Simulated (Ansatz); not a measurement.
Consider AlN in the wurtzite structure (space group P6_3mc, No. 186; a = 3.114 Å, c = 4.984 Å).

Modification: cell and atoms relaxed at a pressure of 2.1 GPa.

Levels (all Ansatz, a program for electronic structure, PAW): PBEsol (420 eV, without spin-orbit coupling); r2SCAN (500 eV, scalar-relativistic without spin-orbit coupling); HSE06 (420 eV, no spin-orbit coupling).

One geometry, relaxed with PBEsol, under each level:

| level | band gap | lowest conduction level above the VBM at special points | electron mass | pressure |
|---|---|---|---|---|
| PBEsol | 4.18 eV | Γ 4.18 eV; K 4.90 eV; L 5.21 eV; M 5.70 eV | – | 2.10 GPa |
| r2SCAN | [?] | [?] | [?] | [?] |
| HSE06 | 5.63 eV | Γ 5.63 eV; K 6.35 eV; L 6.68 eV | – | – |

Question: Give the withheld r2SCAN results.

Answer: 
- r2SCAN, band gap: 4.91 eV
- r2SCAN, lowest conduction level above the VBM at special points: Γ 4.91 eV; K 5.70 eV; L 6.01 eV; M 6.47 eV
- r2SCAN, electron mass: 0.31 mₑ (at Γ)
- r2SCAN, pressure: 0.98 GPa

Single points use the geometry relaxed with PBEsol. Their cutoffs differ, which shifts pressures a little. Load acts through the strain it causes; cell and atoms are relaxed under it. Effective masses come from finite differences of ±0.01 Å⁻¹. Stability against distortions was not tested. Tetrahedral semiconductors of this kind turn to denser phases somewhere between about 1 and 50 GPa; those were not computed, so compressed cells here can lie past the real transition.
